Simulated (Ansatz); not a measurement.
Base system: GaP in the zinc blende structure (space group F-43m, No. 216).

```
CELL_PARAMETERS angstrom
      0.00000     2.72566     2.72566
      2.72566     0.00000     2.72566
      2.72566     2.72566     0.00000
ATOMIC_POSITIONS crystal
  Ga 0.00000 0.00000 0.00000
  P  0.25000 0.25000 0.25000
```

Cartesian axes are those of the cell as printed.

The values are results of Ansatz (a first-principles code) r2SCAN, without spin-orbit coupling, not measurements.

It is then changed as follows: every lattice vector is stretched by 1.00 %, atoms relaxed at fixed cell.

**Question.** Predict the stress tensor and what it implies for the stiffness.

**Answer.** Stress of the strained cell less that of the base (GPa, compression positive):
```
  -2.45    0.00    0.00
   0.00   -2.45    0.00
   0.00    0.00   -2.45
```

Then B = −ΔP/(ΔV/V₀) with ΔV/V₀ = 0.0303 gives secant stiffness values (nonlinear terms included at this strain): B ≈ 81 GPa.

As a check, the harmonic strain energy −½ V₀ Δσ:ε is 4.7 meV/atom; the computed energy rise is 4.8 meV/atom.

No phonon test of stability was made.
